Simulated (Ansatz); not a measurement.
A self-consistent single point of CsCdCl3 (P4mm, 5 atoms in the cell) with Ansatz (a quantum-chemistry and plane-wave program).

Method of the run: LDA (PW92), default PAW files made with PBE (plane waves; Ansatz).

The change in words: lattice scaled by 0.98; basis.ecutwfc: 30.9 Ry → 37.1 Ry. Reference geometry:
```
CELL_PARAMETERS angstrom
      5.28019     0.00000     0.00000
      0.00000     5.28019     0.00000
      0.00000     0.00000     5.28019
ATOMIC_POSITIONS crystal
  Cs 0.00000 0.00000 0.00947
  Cd 0.50000 0.50000 0.50000
  Cl 0.00000 0.50000 0.50000
  Cl 0.50000 0.00000 0.50000
  Cl 0.50000 0.50000 0.00000
```

Reference input (self-consistent single point, DFT, LDA (PW92), plane waves, default PAW files made with PBE): basis.ecutwfc = 30.9 Ry; kpoints.mp_grid.grid = 5 5 5; hamiltonian.xc = lda; hamiltonian.pseudopotentials = {kind: paw} (the program's default PAW files); scf.occupations.method = fixed. This run's input differs from it in these lines:

Ansatz 0.2 input:
```diff
@@ -2,5 +2,5 @@
   lattice:
-    - [5.28019300, 0.00000000, 0.00000000]
-    - [0.00000000, 5.28019300, 0.00000000]
-    - [0.00000000, 0.00000000, 5.28019300]
+    - [5.17458900, 0.00000000, 0.00000000]
+    - [0.00000000, 5.17458900, 0.00000000]
+    - [0.00000000, 0.00000000, 5.17458900]
   atoms:
@@ -12,3 +12,3 @@
 basis:
-  ecutwfc: 30.9 Ry
+  ecutwfc: 37.1 Ry
 kpoints:
```

Output, abridged:

```
SCF iter   1: F=—  HF=-16762.472475 eV  |F-HF|=—  |Δ(HF+E_count)|=         —  Δρ=7.40e-3  dr2=7.13e-2  ethr=1.77e-3  ⟨swp⟩=5.0  Hψ=1995  notcnv=0  defer=36
all-band conjugate gradients solve this SCF's bands
preconditioner: auto → Resta (q_TF=auto, 2.302 Å⁻¹)
SCF iter   2: F=—  HF=-16762.452119 eV  |F-HF|=—  |Δ(HF+E_count)|=   2.04e-2  Δρ=3.34e-3  dr2=1.32e-2  ethr=1.43e-4  ⟨swp⟩=2.6  Hψ=1103  notcnv=0  defer=51
   [... lines left out ...]
SCF iter   4: F=—  HF=-16762.448339 eV  |F-HF|=—  |Δ(HF+E_count)|=   5.91e-5  Δρ=1.99e-4  dr2=5.54e-5  ethr=1.28e-6  ⟨swp⟩=2.7  Hψ=927  notcnv=0  defer=53
SCF iter   5: F=—  HF=-16762.448329 eV  |F-HF|=—  |Δ(HF+E_count)|=   1.02e-5  Δρ=5.37e-5  dr2=4.41e-6  ethr=1.11e-7  ⟨swp⟩=2.2  Hψ=942  notcnv=0  defer=22
SCF iter   6: F=—  HF=-16762.448331 eV  |F-HF|=—  |Δ(HF+E_count)|=   2.21e-6  Δρ=8.72e-6  dr2=2.20e-7  ethr=8.82e-9  ⟨swp⟩=2.6  Hψ=842  notcnv=0  defer=22
SCF iter   7: F=-16762.448331 eV  HF=-16762.448331 eV  |F-HF|=1.60e-9  |Δ(HF+E_count)|=   2.01e-8  Δρ=1.89e-6  dr2=8.46e-9  ethr=2.00e-10  ⟨swp⟩=11.8  Hψ=2909  notcnv=0
SCF 1 converged in 7 iterations: F = -16762.448331 eV  dr2 = 8.46e-9
Free energy (F): -16762.448331 eV
Internal energy: -16762.448331 eV  (E = F + TS)
E sigma→0 (E₀):  -16762.448331 eV
Fermi energy:    3.707512 eV
--- Forces (eV/Å), atoms counted from 1 ---
  atom   1  Cs    -0.00000000     0.00000000    -0.04081709
  atom   2  Cd     0.00000000     0.00000000     0.01086873
  atom   3  Cl     0.00000000     0.00000000     0.01264583
  atom   4  Cl     0.00000000     0.00000000     0.01264583
  atom   5  Cl     0.00000000     0.00000000     0.00465374
--- Stress (GPa, compression-positive) ---
       -1.393010       0.000000      -0.000000
        0.000000      -1.393010       0.000000
       -0.000000       0.000000      -1.391396
  P = ⅓ Tr σ = -1.3925 GPa (-13.925 kbar)
  The stress holds the Pulay correction. Without it, at fixed plane waves, as pw.x and ABINIT print it: P = -1.3977 GPa
```

The run converged in 7 iterations. Against the reference run the free energy goes down by 26.0 meV/atom, the pressure goes from -3.23 to -1.39 GPa, the largest force goes from 0.025 to 0.041 eV/Å and the gap on the mesh goes from 1.568 to 1.717 eV.

The starting cell comes from a database of computed structures (which also holds hypothetical and non-ambient phases and stackings), without a prior relaxation at this level. Its lattice was rescaled by up to half a per cent. One atom was moved a little off its site on purpose. For this run, on top of that: lattice scaled by 0.98. Ansatz's pressure includes its estimate of the finite-basis (Pulay) stress.
